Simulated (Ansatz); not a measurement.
# CdTe: energy against strain

CdTe (zinc blende, F-43m, 35.252 Å³/atom at rest, cube axes along x, y and z) under a strain ε along a cube axis (axis z), the other axes held. r2SCAN in Ansatz, a plane-wave DFT program (PAW, default set), 500 eV, 9×9×9 Γ-centred mesh, Fermi-Dirac smearing 0.05 eV; ions are relaxed within the symmetry of each cell.

Here s stands for strain and y for E less E0.

| strain (%) | E less E0 (meV/atom) |
|---|---|
| -1.50 | 1.28 |
| -1.00 | 0.57 |
| -0.50 | 0.14 |
| 0.00 | 0.00 |
| 0.50 | 0.15 |
| 1.00 | 0.57 |
| 1.50 | 1.28 |
| 3.00 | ? |

Problem. Fit y against s with a parabola, and predict the withheld value at s = 3.00.

Solution. Least squares gives y = 0.002 + 0.0007·s + 0.5681·s². Residuals (row less fit): 0.001, 0.001, -0.004, -0.002, 0.006, -0.001, -0.001; standard error 0.004 (degrees of freedom: 4). Twice the quadratic coefficient over the volume, 2 × 0.5681 meV × 10⁴ × 0.1602 / 35.252 Å³, is the elastic constant C11 = 52 ± 0.1 GPa. At the withheld row, y = 0.002 + 0.0007 × 3.0 + 0.5681 × 3.0² = 5.117 meV/atom. The calculation gives 5.01 meV/atom, 0.107 meV/atom below the prediction (2.1 % of the range of y in the table). The row lies outside the fitted rows, so this is an extrapolation. The fitted rows scatter only by rounding.

One order more, fitted to all 13 runs of the series, follows each within 0.01, so the miss is the next term of a smooth law. Rows are the converged runs of the series near zero and its far end; series whose fitted rows scatter by over a few per cent of the range, as at a crossing or softening among them, aren't shown in this form. Most that stay on the fit to the last digits aren't either.
